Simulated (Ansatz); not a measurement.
The reference is Tl in the hcp (Mg type) structure (space group P6_3/mmc, No. 194; a = 3.520 Å, c = 5.602 Å).

Calculations: Kohn–Sham DFT with the r2SCAN functional, run in Ansatz (a program for electronic structure) with PAW and 500 eV plane waves, without spin-orbit coupling.

One change was made to it. Results:

| quantity | base | after |
|---|---|---|
| volume per atom | 30.05 Å³ | 26.42 Å³ |
| c/a ratio | 1.592 | 1.648 |

Q: Which of these changes matches the shifts?
(A) Tl → Al
(B) Tl → In
(C) Tl → Pb
(D) Tl → Ga

A: B, Tl → In. For comparison, the volume per atom in the other runs: Tl → Al gives 16.01 Å³; Tl → Ga gives 17.97 Å³; Tl → Pb gives 31.00 Å³.

Whether these cells are dynamically stable was not tested. As relaxed here, Ga is a hypothetical phase, not in the database extracts checked. For In and Al in this form, whether it has been made was not checked. This is not the structure that In has at room temperature and ambient pressure. This is not the structure that Al has at room temperature and ambient pressure. This is not the structure that Pb has at room temperature and ambient pressure.
